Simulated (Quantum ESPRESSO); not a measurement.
Input and output of a self-consistent single point for BiPbO2F (Cm, 5 atoms in the cell) (Quantum ESPRESSO).

Method: PBEsol, PseudoDojo standard norm-conserving (PBESOL) pseudopotentials (plane waves; Quantum ESPRESSO).

The change in words: lattice scaled by 0.98. Reference geometry:
```
CELL_PARAMETERS angstrom
      3.46227    -2.00427     0.00000
      3.46227     2.00427     0.00000
     -0.11113     0.00000     6.51067
ATOMIC_POSITIONS crystal
  Bi 0.70179 0.70179 0.29196
  Pb 0.37806 0.37806 0.74499
  O  0.37059 0.37059 0.38147
  O  0.70794 0.70794 0.63236
  F  0.03334 0.03334 0.09852
```

Reference input (self-consistent single point, DFT, PBEsol, plane waves, PseudoDojo standard norm-conserving (PBESOL) pseudopotentials): ecutwfc = 85 Ry; occupations = smearing; smearing = fd; degauss = 0.0036749 Ry; potentials = {Bi: Bi.upf, Pb: Pb.upf, O: O.upf, F: F.upf}; K_POINTS = automatic 6 6 3 0 0 0; conv_thr = 1e-10 Ry; mixing_beta = 0.7. This run's input differs from it in these lines:

```diff
@@ -34,5 +34,5 @@
 CELL_PARAMETERS angstrom
-   3.46227500    -2.00427500     0.00000000
-   3.46227500     2.00427500     0.00000000
-  -0.11113200     0.00000000     6.51067200
+   3.39303000    -1.96418900     0.00000000
+   3.39303000     1.96418900     0.00000000
+  -0.10890900     0.00000000     6.38045900
```

Log, with long lists cut:

```
     Self-consistent Calculation

     iteration #  1     ecut=    85.00 Ry     beta= 0.70

     total energy              =    -417.27746624 Ry
     estimated scf accuracy    <       1.41281347 Ry

     iteration #  2     ecut=    85.00 Ry     beta= 0.70

     total energy              =    -417.04258584 Ry
     estimated scf accuracy    <       4.99517348 Ry

     iteration #  3     ecut=    85.00 Ry     beta= 0.70

     total energy              =    -417.97342504 Ry
     estimated scf accuracy    <       0.47888697 Ry

   [... 10 blocks of this kind left out ...]

     iteration # 14     ecut=    85.00 Ry     beta= 0.70

     total energy              =    -418.03552428 Ry
     estimated scf accuracy    <          1.5E-10 Ry

     iteration # 15     ecut=    85.00 Ry     beta= 0.70
     End of self-consistent calculation

     the Fermi energy is     9.8931 ev

!    total energy              =    -418.03552428 Ry
     estimated scf accuracy    <          1.4E-12 Ry
     smearing contrib. (-TS)   =      -0.00000000 Ry
     internal energy E=F+TS    =    -418.03552428 Ry

     convergence has been achieved in  15 iterations

     Forces acting on atoms (cartesian axes, Ry/au):

     atom    1 type  1   force =     0.00094844    0.00000000   -0.01674467
     atom    2 type  2   force =    -0.00232565    0.00000000    0.01479327
     atom    3 type  3   force =    -0.00037915    0.00000000    0.00223244
     atom    4 type  3   force =     0.00118685    0.00000000    0.00479396
     atom    5 type  4   force =     0.00056952    0.00000000   -0.00507501

     Total force =     0.023688     Total SCF correction =     0.000009

          total   stress  (Ry/bohr**3)                   (kbar)     P=       16.44
   0.00011995   0.00000000  -0.00000097           17.65        0.00       -0.14
   0.00000000   0.00010505   0.00000000            0.00       15.45        0.00
  -0.00000097   0.00000000   0.00011029           -0.14        0.00       16.22

   JOB DONE.
```

The run converged in 15 iterations. Against the reference run the free energy goes down by 9.2 meV/atom, the pressure goes from -4.12 to 1.64 GPa, the largest force goes from 0.328 to 0.431 eV/Å and the gap on the mesh goes from 2.333 to 2.383 eV.

The starting cell comes from a database of computed structures (which also holds hypothetical and non-ambient phases and stackings), without a prior relaxation at this level. For this run, on top of that: lattice scaled by 0.98. Spin-orbit coupling is off.

Cost on one core of a shared machine: roughly 2 min.
